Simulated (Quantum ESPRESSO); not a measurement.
A self-consistent single point of CdTe (F-43m, 2 atoms in the cell) with Quantum ESPRESSO.

Computed with revPBE, GBRV 1.5 ultrasoft (PBE) pseudopotentials (plane waves; Quantum ESPRESSO).

```
CELL_PARAMETERS angstrom
      0.00000     3.28212     3.28212
      3.28212     0.00000     3.28212
      3.28212     3.28212     0.00000
ATOMIC_POSITIONS crystal
  Cd 0.00000 0.00000 0.00000
  Te 0.25000 0.25000 0.25000
```

Reference input (self-consistent single point, DFT, revPBE, plane waves, GBRV 1.5 ultrasoft (PBE) pseudopotentials): ecutwfc = 40 Ry; ecutrho = 200 Ry; occupations = smearing; smearing = fermi-dirac; degauss = 0.0036749 Ry; input_dft = revpbe; potentials = {Cd: cd_pbe_v1.uspp.F.UPF, Te: te_pbe_v1.uspp.F.UPF}; K_POINTS = automatic 6 6 6 0 0 0; conv_thr = 1e-11 Ry; mixing_beta = 0.5. This run's input differs from it in these lines:

```diff
@@ -12,4 +12,4 @@
  ntyp = 2,
- ecutwfc = 40,
- ecutrho = 200,
+ ecutwfc = 52,
+ ecutrho = 260,
  occupations = 'smearing',
```

Output, abridged:

```
     Self-consistent Calculation

     iteration #  1     ecut=    52.00 Ry     beta= 0.50

     Threshold (ethr) on eigenvalues was too large:
     Diagonalizing with lowered threshold

     negative rho (up, down):  2.276E-02 0.000E+00

     total energy              =    -141.34457804 Ry
     estimated scf accuracy    <       0.07539007 Ry

     iteration #  2     ecut=    52.00 Ry     beta= 0.50

     negative rho (up, down):  2.307E-02 0.000E+00

     total energy              =    -141.36630146 Ry
     estimated scf accuracy    <       0.00584907 Ry

     iteration #  3     ecut=    52.00 Ry     beta= 0.50

     negative rho (up, down):  2.331E-02 0.000E+00

     total energy              =    -141.36704415 Ry
     estimated scf accuracy    <       0.00082482 Ry

   [... 7 blocks of this kind left out ...]

     iteration # 11     ecut=    52.00 Ry     beta= 0.50

     negative rho (up, down):  2.337E-02 0.000E+00

     total energy              =    -141.36718704 Ry
     estimated scf accuracy    <          2.0E-11 Ry

     iteration # 12     ecut=    52.00 Ry     beta= 0.50

     negative rho (up, down):  2.337E-02 0.000E+00
     End of self-consistent calculation

     the Fermi energy is     5.1981 ev

!    total energy              =    -141.36718704 Ry
     estimated scf accuracy    <          2.9E-12 Ry
     smearing contrib. (-TS)   =      -0.00000059 Ry
     internal energy E=F+TS    =    -141.36718645 Ry

     convergence has been achieved in  12 iterations

     negative rho (up, down):  2.337E-02 0.000E+00

     Forces acting on atoms (cartesian axes, Ry/au):

     atom    1 type  1   force =     0.00000000    0.00000000   -0.00000000
     atom    2 type  2   force =     0.00000000   -0.00000000    0.00000000

     Total force =     0.000000     Total SCF correction =     0.000000

     negative rho (up, down):  2.337E-02 0.000E+00
          total   stress  (Ry/bohr**3)                   (kbar)     P=       18.53
   0.00012596  -0.00000000  -0.00000000           18.53       -0.00       -0.00
  -0.00000000   0.00012596  -0.00000000           -0.00       18.53       -0.00
  -0.00000000  -0.00000000   0.00012596           -0.00       -0.00       18.53

   JOB DONE.
```

The run converged in 12 iterations. Against the reference run the free energy falls by 10.2 meV/atom, the pressure goes from 2.09 to 1.85 GPa and the gap on the mesh stays at 0.750 eV.

The starting cell comes from a database of computed structures (which also holds hypothetical and non-ambient phases and stackings), without a prior relaxation at this level. Spin-orbit coupling is off.
